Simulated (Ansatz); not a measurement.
An Ansatz (an electronic-structure program) input for fcc Rh (0 0 1) on zinc-blende ZnS (0 0 1) (film strained to the substrate, started from cuts of the bulks and a machine-learned relaxation; slabs S6Zn5 and Rh12, which can lie off the formulas):

Ansatz 0.2 input:
```yaml
crystal:
  lattice:
    - [3.849193, 0.0, -0.012187006]
    - [0.0, 3.849193, 0.024864511]
    - [-0.088600477, 1.143507286, 26.738502093]
  atoms:
    - { symbol: S, position: [-0.017432336, 0.496385526, 0.132843258] }
    - { symbol: S, position: [0.371961387, 1.049065524, 0.033150291] }
    - { symbol: S, position: [-0.008652402, 0.418877584, 0.339017552] }
    - { symbol: S, position: [0.487387643, 0.954265442, 0.236072395] }
    - { symbol: S, position: [-0.016738633, 0.342894152, 0.54308236] }
    - { symbol: S, position: [0.490640085, 0.891126382, 0.441495008] }
    - { symbol: Zn, position: [-0.015863415, 0.975567897, 0.183897062] }
    - { symbol: Zn, position: [0.492556071, 0.526149447, 0.078430175] }
    - { symbol: Zn, position: [-0.008629846, 0.902121951, 0.390565925] }
    - { symbol: Zn, position: [0.49066038, 0.434706888, 0.287334631] }
    - { symbol: Zn, position: [0.483015887, 0.377772857, 0.494572788] }
    - { symbol: Rh, position: [0.098243337, 0.414998024, 0.678011021] }
    - { symbol: Rh, position: [0.596853567, 0.915090847, 0.678068934] }
    - { symbol: Rh, position: [0.594292632, 0.441009363, 0.606560553] }
    - { symbol: Rh, position: [0.097566061, 0.920452628, 0.604109345] }
    - { symbol: Rh, position: [0.104287549, 0.363534321, 0.821491696] }
    - { symbol: Rh, position: [0.607708437, 0.862411891, 0.821705217] }
    - { symbol: Rh, position: [0.600563436, 0.388348483, 0.75010081] }
    - { symbol: Rh, position: [0.10165153, 0.888094666, 0.749846336] }
    - { symbol: Rh, position: [0.105936474, 0.313558307, 0.964858377] }
    - { symbol: Rh, position: [0.622236692, 0.803947481, 0.966502841] }
    - { symbol: Rh, position: [0.607640251, 0.334970031, 0.89360373] }
    - { symbol: Rh, position: [0.114114832, 0.837434109, 0.893543495] }
basis:
  ecutwfc: 420
  ecutrho_ratio: 4
  xc_grid: 2
kpoints:
  mp_grid: { grid: [8, 8, 1] }
hamiltonian:
  xc: pbe
  dispersion: none
  pseudopotentials: { kind: paw }
scf:
  n_extra_bands: 40
  occupations: { method: fermi_dirac, width: 0.05 }
output:
  forces: true
  stress: true
  eigenstates:
    kpoints:
      - [0, 0, 0]
      - [0.5, 0, 0]
      - [0, 0.5, 0]
      - [0.5, 0.5, 0]
    e_range: [-3.5, 3.5]
    localisation: true
relax:
  f_tol: 0.04
  max_steps: 70
  cell: { fix: [a, b, gamma], stress_tol: 0.3 }
```

Method: PBE (plane waves to 420 eV, PAW; Ansatz). No spin–orbit coupling; the runs are not spin-polarised. Its k-point mesh 8×8×1, Fermi–Dirac width 0.05 eV.

What does the end of the output print (band table and long remarks left out, numbers rounded to eight decimals)?


```
SCF converged after 6 iterations
Free energy (F): -98848.948453 eV
Harris-Foulkes:  -98848.948453 eV  (|F-HF|=1.24e-9)
Internal energy: -98848.787298 eV  (E = F + TS)
E sigma→0 (E₀):  -98848.867876 eV
Entropy (-TS):   -0.161154 eV (-7.007 meV/atom)
Fermi energy:    13.352931 eV
--- Per-component energies (eV) ---
  E_band       = -2238.962069
  E_kinetic    = 8175.510237
  E_local      = -174040.012038  (includes V_loc(G=0)·N_el)
  E_nonlocal   = 7502.514996
  E_hartree    = 82760.494577
  E_xc         = -3927.844836
  E_vxc        = -4122.637599  (∫ρ·V_xc dr)
  E_paw        = -55789.216478  (= ΣΔE_a)
  E_vpaw       = -5275.332297  (= ΣTr[D̂ρ^β])
  E_aug_tail   = 0.008516  (compensation charges beyond the density's cutoff)
  E_ewald      = 36469.757727
  E_smearing   = -0.161154  (= −TS)
  E_closure    = 0.000000  (closes the sum)
  Σ components = -98848.948453   (vs F -98848.948453, Δ=0.00e0)
--- Forces (eV/Å), atoms counted from 1 ---
  atom   1  S      0.00550050     0.00800672    -0.00083040
  atom   2  S     -0.00325426     0.01125095    -0.00541086
  atom   3  S     -0.00089420     0.01131019     0.00942143
  atom   4  S      0.00790348     0.00347339     0.01009935
  atom   5  S     -0.00175365    -0.00031170    -0.01743017
  atom   6  S     -0.00259115     0.00333241     0.00340494
  atom   7  Zn    -0.00676012    -0.00744166    -0.00280356
  atom   8  Zn    -0.00477526    -0.00576969     0.00383263
  atom   9  Zn     0.00199471    -0.01042733    -0.00473634
  atom  10  Zn     0.00081354    -0.00377223    -0.01389976
  atom  11  Zn    -0.00026393    -0.00371338     0.00072867
  atom  12  Rh    -0.00608658     0.00277245     0.00537438
  atom  13  Rh     0.00810167    -0.00815492     0.01984130
  atom  14  Rh    -0.00509198     0.00080928    -0.00030216
  atom  15  Rh     0.00405193    -0.00115240    -0.00303387
  atom  16  Rh     0.01089353     0.01133552    -0.00170476
  atom  17  Rh    -0.00113353     0.00353037    -0.00608278
  atom  18  Rh     0.00672028    -0.00349281    -0.00260439
  atom  19  Rh    -0.00065615     0.00960764    -0.00071350
  atom  20  Rh    -0.00233727    -0.00504825     0.00109443
  atom  21  Rh     0.00061100    -0.00303198     0.00027986
  atom  22  Rh    -0.00678134    -0.00778808     0.00108554
  atom  23  Rh    -0.00421242    -0.00532344     0.00438296
  max |Σ_I F_I| component: 7.06e-6 eV/Å
--- Stress (GPa, compression-positive) ---
        0.460348       0.316309      -0.023573
        0.316309      -0.536069      -0.024912
       -0.023573      -0.024912       0.021306
  P = ⅓ Tr σ = -0.0181 GPa (-0.181 kbar)
--- Relaxed structure (7 steps of the walk, 7 accepted, 1 SCFs on fresh bases) ---
  F+E_penalty+E_count = -98848.94845274 eV   max|allowed force component| = 1.984e-2 eV/Å   (the final SCF, on the basis selected at the relaxed cell)
  cell:  # Å, volume = 391.5586 Å³
    - [3.84860741, 0.00019025, -0.06823684]
    - [-0.00024652, 3.84927309, 0.00126907]
    - [-0.47882741, 0.98155959, 26.43986554]
  atoms:
    - { symbol: S, position: [-0.05791770, 0.51162740, 0.13637320] }
    - { symbol: S, position: [0.42291386, 1.03906860, 0.03347134] }
    - { symbol: S, position: [-0.00671791, 0.45885369, 0.34248254] }
    - { symbol: S, position: [0.46781986, 0.98532177, 0.23945694] }
    - { symbol: S, position: [0.04455267, 0.40565802, 0.55044674] }
    - { symbol: S, position: [0.51889381, 0.93258877, 0.44557818] }
    - { symbol: Zn, position: [-0.04465840, 0.99892093, 0.18707084] }
    - { symbol: Zn, position: [0.42872841, 0.52719915, 0.08367006] }
    - { symbol: Zn, position: [0.00582201, 0.94633126, 0.39308000] }
    - { symbol: Zn, position: [0.48028880, 0.47246360, 0.29009682] }
    - { symbol: Zn, position: [0.53094070, 0.41994053, 0.49535559] }
    - { symbol: Rh, position: [0.07463135, 0.37340800, 0.67439273] }
    - { symbol: Rh, position: [0.57393097, 0.87404294, 0.67573679] }
    - { symbol: Rh, position: [0.55653975, 0.39286172, 0.60162195] }
    - { symbol: Rh, position: [0.05562508, 0.89282536, 0.60090785] }
    - { symbol: Rh, position: [0.10714471, 0.33873253, 0.81913748] }
    - { symbol: Rh, position: [0.61139653, 0.83460900, 0.81919301] }
    - { symbol: Rh, position: [0.59124535, 0.35447480, 0.74657803] }
    - { symbol: Rh, position: [0.09218540, 0.85565342, 0.74679607] }
    - { symbol: Rh, position: [0.13869617, 0.30181004, 0.96276960] }
    - { symbol: Rh, position: [0.65234135, 0.79804518, 0.96220224] }
    - { symbol: Rh, position: [0.62717979, 0.32102342, 0.89130135] }
    - { symbol: Rh, position: [0.12841706, 0.81732366, 0.89114446] }
```

Cost: roughly 40 core-minutes.
